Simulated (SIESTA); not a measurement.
SIESTA run on SrMnPF (P4/nmm, 8 atoms in the cell): self-consistent single point.

Level of theory: GGA PBEsol+U, numerical atomic orbitals DZP, PseudoDojo PBEsol standard norm-conserving potentials (rewritten from UPF to PSML) (SIESTA 5.4.2).

```
CELL_PARAMETERS angstrom
      4.21252     0.00000     0.00000
      0.00000     4.21252     0.00000
      0.00000     0.00000     9.19900
ATOMIC_POSITIONS crystal
  Sr 0.00000 0.50000 0.84750
  Sr 0.50000 0.00000 0.15250
  Mn 0.50000 0.50000 0.50000
  Mn 0.00000 0.00000 0.50000
  P  0.00000 0.50000 0.33457
  P  0.50000 0.00000 0.66543
  F  0.50000 0.50000 0.00000
  F  0.00000 0.00000 0.00000
```
Moments meant for the start (each program seeds them in its own way; μB, in the order of the atoms Sr Sr Mn Mn P P F F): 0.0 0.0 4.0 4.0 0.0 0.0 0.0 0.0.

Reference input (self-consistent single point, DFT, GGA PBEsol+U, numerical atomic orbitals DZP, PseudoDojo PBEsol standard norm-conserving potentials (rewritten from UPF to PSML)): XC.functional = GGA; XC.authors = PBEsol; potentials = PseudoDojo PBEsol standard; PAO.BasisSize = DZP; PAO.EnergyShift = 0.01 Ry; MeshCutoff = 400 Ry; kgrid.MonkhorstPack = 5 5 3; OccupationFunction = FD; ElectronicTemperature = 1160.45 K; Spin = polarized; DM.InitSpin = [1 +0.00, 2 +0.00, 3 +4.00, 4 +4.00, 5 +0.00, 6 +0.00, 7 +0.00, 8 +0.00]; DFTU.ProjectorGenerationMethod = 2. This run's input differs from it in these lines:

```diff
@@ -59,3 +59,3 @@
   n=3 2
-  3.90 0.00
+  6.00 0.00
   0.00 0.00
```

Output, abridged:

```
        iscf     Eharris(eV)        E_KS(eV)     FreeEng(eV)     dDmax    Ef(eV) dHmax(eV)
   scf:    1    -9464.191070    -9479.890527    -9479.928783  0.718914 -2.782887 18.993262
     spin moment: {S} , |S| = {        0.0        0.0    9.84393 }     9.84393
   scf:    2    -9493.701178    -9487.407442    -9487.429649  0.072093 -3.258249 11.342247
     spin moment: {S} , |S| = {        0.0        0.0    9.92628 }     9.92628
   scf:    3    -9493.486534    -9491.518194    -9491.548068  0.116450 -3.747566  1.961029
     spin moment: {S} , |S| = {        0.0        0.0    9.87561 }     9.87561
   [... lines left out ...]
     spin moment: {S} , |S| = {        0.0        0.0    9.94827 }     9.94827
hubbard_term: recalculating local occupations   18
hubbard_term: maximum change in local occup.    0.000671
   scf:   25    -9492.524943    -9492.524931    -9492.542221  0.000109 -3.591084  0.000731
     spin moment: {S} , |S| = {        0.0        0.0    9.94832 }     9.94832
hubbard_term: recalculating local occupations   19
hubbard_term: maximum change in local occup.    0.000671
   scf:   26    -9492.524923    -9492.524921    -9492.542210  0.000004 -3.591070  0.000619
     spin moment: {S} , |S| = {        0.0        0.0    9.94832 }     9.94832
SCF Convergence by DM+H criterion
max |DM_out - DM_in|         :     0.0000044173
max |H_out - H_in|      (eV) :     0.0006191294
DFT+U population converged by dTol_pop criteria:
max |pop(DFT+U)_i - pop(DFT+U)_j|:     0.0006705444
SCF cycle converged after 26 iterations

Using DM_out to compute the final energy and forces
hubbard_term: recalculating local occupations   20
hubbard_term: maximum change in local occup.    0.000671
hubbard_term: recalculating Hamiltonian and forces

siesta: E_KS(eV) =            -9492.5365

siesta: E_KS - E_eggbox =     -9492.5365

siesta: Atomic forces (eV/Ang):
     1   -0.000000   -0.000000   -0.212699
     2   -0.000000    0.000000    0.212699
     3    0.000000   -0.000000   -0.000000
     4   -0.000000    0.000000    0.000000
     5    0.000000   -0.000000   -0.167830
   [... lines left out ...]
siesta: FreeEng =     -9492.553748
siesta: Cell volume =        163.239207 Ang**3
siesta:         -22.23147627        -19.45370720  kBar
   [... lines left out ...]
     1     0.818268    9.181732    0.010761  Sr
     2     0.818268    9.181732    0.010761  Sr
     3     0.324447   14.675553    4.958226  Mn
     4     0.324447   14.675553    4.958226  Mn
     5    -0.651682    5.651682    0.002897  P
     6    -0.651682    5.651682    0.002897  P
     7    -0.491033    7.491033    0.002278  F
     8    -0.491033    7.491033    0.002278  F
 Total    -0.000000                9.948323
```

The run converged in 26 iterations. Against the reference run the free energy goes up by 149 meV/atom, the pressure goes from -3.51 to -2.22 GPa, the largest force goes from 0.237 to 0.213 eV/Å and the size of the net moment moves little (1.22 to 1.24 μB/atom).

The starting cell comes from a database of computed structures (which also holds hypothetical and non-ambient phases and stackings), without a prior relaxation at this level. Its lattice was rescaled by a random factor within 2.5 % of one. The magnetic order is the one reached from the typed start; others were not searched systematically. With U or open f shells several self-consistent states can exist. Values carry the incompleteness of an atom-centred basis.

Cost on one core of a shared machine: roughly 3 min.
